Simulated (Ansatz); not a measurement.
# LaOF (P4/nmm, No. 129, 6 atoms in the cell; start mp-7100)

All values below come from LDA (Ansatz, a quantum-chemistry and plane-wave program, PAW).

Numerical settings: plane-wave cutoff 520 eV, 8×8×6 k mesh (along the axes of the cell as run), Fermi–Dirac smearing 0.01 eV, scalar-relativistic PAW data made under PBE.

Cell (relaxed at this level):

Space group P4/nmm, origin choice 1 (No. 129); a = b = 4.0014 Å, c = 5.7115 Å, α = β = γ = 90.00°

```json
[
 {"atom": "La", "site": "2c", "symmetry": "4mm", "x": "0.0000", "y": "0.5000", "z": "0.2820"},
 {"atom": "O", "site": "2b", "symmetry": "-4m2", "x": "0.5000", "y": "0.5000", "z": "0.5000"},
 {"atom": "F", "site": "2a", "symmetry": "-4m2", "x": "0.0000", "y": "0.0000", "z": "0.0000"}
]
```

```
Quantity                               Value
---------------  ---------------------------
band gap         4.57 eV (on the SCF k mesh)
direct gap at Γ                      5.31 eV
bulk modulus B0                      128 GPa
```

Note: the relaxation could not lower the start's symmetry, so the cell can be a saddle point above a distorted one; the bulk modulus is −V dP/dV from two relaxed cells at ±2 % in volume.

Spin–orbit coupling is not included.

Static lattice: no zero-point or thermal effects.

A start named mp-… is a Materials Project structure, which need not be a measured phase.
